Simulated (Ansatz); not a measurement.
The parent structure is ZnS in the zinc blende structure (space group F-43m, No. 216; a = 5.3567 Å).

Perturbation: a hydrostatic pressure of 4.5 GPa.

All numbers come from Ansatz (a first-principles code), PBEsol, PAW, cutoff 420 eV, no spin-orbit coupling.

Base, band edges from the VBM (valence, conduction): X -2.35, 3.17; W -2.86, 5.54; L -0.92, 3.24; Γ 0.00, 2.09; K -1.91, 3.95; U -1.91, 3.95 eV.

**Question.** Give the band edges at the high-symmetry points of the new zone, measured from its valence-band maximum.

**Answer.** 
| point | valence edge (eV) | conduction edge (eV) |
|---|---|---|
| Γ | 0.00 | 2.31 |
| X | -2.55 | 3.05 |
| U | -2.07 | 3.88 |
| K | -2.07 | 3.88 |
| L | -1.00 | 3.32 |
| W | -3.07 | 5.52 |

The gap is 2.31 eV, direct at Γ.

Load acts through the strain it causes; cell and atoms are relaxed under it. Stability against distortions was not tested. Tetrahedral semiconductors of this kind turn to denser phases somewhere between about 1 and 50 GPa; those were not computed, so compressed cells here can lie past the real transition.
